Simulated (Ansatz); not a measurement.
For Hf2N2O (C2/m, No. 12, 15 atoms in the cell; start mp-755314), LDA in Ansatz (plane waves, PAW) gives:

```
Property                Value
---------------  ------------
cohesive energy  8.58 eV/atom
band gap              1.87 eV
```

Q: What does PBEsol (plane waves, PAW; Ansatz, an electronic-structure program) give for the same quantities?

A: 
- cohesive energy: 7.91 eV/atom (decreases by 0.67 eV/atom)
- band gap: 1.91 eV (grows by 0.04 eV)

Changes are worked out from the printed values.

Unless a cell is named, each level is at its own relaxed cell (LDA 11.42, PBEsol 11.70 Å³/atom).

Levels without +SOC leave out spin–orbit coupling, which shifts energies and cells of such heavy elements.

Levels without +SOC have no spin–orbit coupling; where heavier elements are present it shifts gaps, mostly down, and can invert bands. Density-functional gaps are differences of (generalised) Kohn–Sham levels.

Caveats: the relaxation could not lower the start's symmetry, so the cell can be a saddle point above a distorted one (LDA, PBEsol). Ansatz's density-functional and Hartree–Fock values are scalar-relativistic unless marked +SOC, with PAW data made under PBE.

A start named mp-… is a Materials Project structure, which need not be a measured phase.
